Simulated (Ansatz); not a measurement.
Base system: YN in the rock salt structure (space group Fm-3m, No. 225; a = 4.856 Å). Axes: x, y, z lie along the cube axes.

Perturbation: compressive biaxial strain of 1.87 % in the plane normal to [001], as in epitaxy on a mismatched substrate; the out-of-plane cell vector and the atoms relax.

Levels (all Ansatz, a quantum-chemistry and plane-wave program, PAW): PBEsol (420 eV, spin-orbit coupling left out); r2SCAN (500 eV, without spin-orbit coupling).

The geometry is relaxed with PBEsol.

* **PBEsol band gap**: zero
* **PBEsol gap character**: absent
* **PBEsol pressure**: 5.5 GPa

Task: How does going to r2SCAN change the band gap, gap character, pressure and electron mass?

Result: The band gap becomes 0.42 eV (PBEsol: zero); the gap character goes from absent to indirect, Γ → X; the pressure goes up by 4.8 GPa, from 5.5 GPa to 10.3 GPa; the electron mass amounts to 1.2 mₑ along k, 0.13 mₑ across (at X).

Single points use the geometry relaxed with PBEsol. Their cutoffs differ, which shifts pressures a little. A case with no gap was solved on a k-mesh chosen for an insulator, which is coarse for it. Effective masses come from finite differences of ±0.01 Å⁻¹. Along k means along the line from Γ to the band edge. No phonon test of stability was made. The final runs are not spin-polarised. The zero or small gap of YN can change with the level of theory. k-point labels follow each cell's own Brillouin zone.
